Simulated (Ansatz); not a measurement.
The starting structures come from a database of crystals and need not be the phases stable at ambient conditions.

 Where the default PAW files enter, the runs use the earlier of Ansatz's two default sets.

Given:

```xyz
12
Lattice="5.0747 0.0000 0.0000 0.0000 5.2834 0.0000 0.0000 0.0000 5.1011" Properties=species:S:1:pos:R:3 pbc="T T T"
Zr     1.3522     0.1599     3.8210
Zr     3.7225     5.1235     1.2705
Zr     1.3522     2.4818     1.2705
Zr     3.7225     2.8016     3.8210
O      2.7236     1.2145     2.5548
O      2.3511     4.0689     0.0043
O      2.7236     1.4272     0.0043
O      2.3511     3.8562     2.5548
O      0.3418     1.9286     3.0918
O      4.7328     3.3548     0.5413
O      0.3418     0.7131     0.5413
O      4.7328     4.5703     3.0918
```

Space group of this cell: Pca2_1. The cell is taken as given.

Level of theory: r2SCAN (plane waves, PAW; Ansatz, an electronic-structure program).

The current runs along the normal of the first two printed vectors; no spin-orbit coupling. Scaled by the factor s: the length along the current (ions clamped). Meshes 6×6×6 and 6×6 across the current in all rows.

```
s     mean pressure (GPa)  band gap (eV)
----  -------------------  -------------
0.97                  7.6              ?
1.00                 -0.2           4.40
1.03                 -6.8           4.23
```

Question: Take the slope of the band gap against ln s from the two given rows, extrapolate to s = 0.97, and say what the run there gives.

Answer: Slope = (4.23 − 4.40) / ln 1.03 = -5.75 eV. The line gives 4.40 + (-5.75) × ln 0.97 = 4.58 eV. The run gives 4.51 eV, 0.07 eV under the line, 37 % of the predicted step.
